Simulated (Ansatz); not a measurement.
Pt: transverse stress against strain

Pt (fcc, Fm-3m, 14.777 Å³/atom at rest, cube axes along x, y and z) under a strain ε along a cube axis (axis z), the other axes held. LDA in Ansatz, a plane-wave DFT program (PAW, default set), 420 eV, 29×29×29 Γ-centred mesh, Fermi-Dirac smearing 0.10 eV; ions are relaxed within the symmetry of each cell. Stress is positive for a compressed cell.

Here s stands for strain and y for stress xx.

```
strain (%)  stress xx (GPa)
----------  ---------------
-3.00                     ?
-1.50                  4.25
-1.00                  2.78
-0.50                  1.36
0.00                   0.00
0.50                  -1.31
1.00                  -2.57
1.50                  -3.79
```

The 7 complete rows are fitted with a straight line, y against s. Means: s 0, y 0.103. About the means, the sum of products is -18.745 and the sum of squares of s is 7.0000; the slope is their ratio. Least squares gives y = 0.103 - 2.6779·s. Residuals (row less fit): 0.130, -0.001, -0.082, -0.103, -0.074, 0.005, 0.124; standard error 0.105 (degrees of freedom: 5). The slope gives the elastic constant C12 = 268 ± 4 GPa.

### Question
What does the fit predict for y at s = -3.00, and how far is the calculated value from it?

### Answer
y = 0.103 - 2.6779 × (-3.0) = 8.137 GPa. The calculation gives 9.03 GPa, 0.893 GPa above the prediction (7.0 % of the range of y in the table). The row lies outside the fitted rows, so this is an extrapolation. From the scatter of the fitted rows alone, a prediction at this place has a standard error of 0.164 GPa, so the miss is 5.4 times that.

One order more, fitted to all 13 runs of the series, follows each within 0.02, so the miss is the next term of a smooth law. In a metal these values are sensitive to mesh and smearing; energies are taken to zero smearing, stresses follow the free energy. Rows are the converged runs of the series near zero and its far end; series whose fitted rows scatter by over a few per cent of the range, as at a crossing or softening among them, aren't shown in this form. Most that stay on the fit to the last digits aren't either.
